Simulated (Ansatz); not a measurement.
Start from GaP in the zinc blende structure (space group F-43m, No. 216; a = 5.438 Å).

Structures relaxed with Kohn–Sham DFT with the PBEsol functional, run in Ansatz (a program for electronic structure) with PAW and 420 eV plane waves, spin-orbit coupling left out.

Base:

Simulated powder pattern, Cu Kα1, λ = 1.54056 Å (kinematic, ideal powder, no thermal factors, no anomalous dispersion; the 8 strongest lines at most, above 2 %, up to 2θ = 90°):

```csv
2θ (°),I/Imax (%),hkl
28.40,100,(111)
32.91,14,(200)
47.23,61,(220)
56.04,42,(311)
69.02,9.4,(400)
76.25,16,(331)
78.61,4.4,(420)
87.88,20,(422)
```

It is then changed as follows: As takes the place of Ga on all its sites, then cell and atoms are relaxed.

Question: Where do the lines fall after the change?

Answer: 
Simulated powder pattern, Cu Kα1, λ = 1.54056 Å (kinematic, ideal powder, no thermal factors, no anomalous dispersion; the 8 strongest lines at most, above 2 %, up to 2θ = 90°):

```json
[
 {"2θ (°)": "26.79", "d (Å)": "3.326", "I/Imax (%)": "100", "hkl": "(111)"},
 {"2θ (°)": "31.03", "d (Å)": "2.880", "I/Imax (%)": "16", "hkl": "(200)"},
 {"2θ (°)": "44.45", "d (Å)": "2.036", "I/Imax (%)": "61", "hkl": "(220)"},
 {"2θ (°)": "52.66", "d (Å)": "1.737", "I/Imax (%)": "44", "hkl": "(311)"},
 {"2θ (°)": "64.68", "d (Å)": "1.440", "I/Imax (%)": "9.8", "hkl": "(400)"},
 {"2θ (°)": "71.31", "d (Å)": "1.321", "I/Imax (%)": "18", "hkl": "(331)"},
 {"2θ (°)": "81.86", "d (Å)": "1.176", "I/Imax (%)": "20", "hkl": "(422)"},
 {"2θ (°)": "88.03", "d (Å)": "1.109", "I/Imax (%)": "14", "hkl": "(333)"}
]
```

The indices refer to each structure's own conventional cell; one index is shown for lines that coincide.

No phonon test of stability was made. As relaxed here, AsP is a hypothetical phase, not in the database extracts checked. The final runs are not spin-polarised.
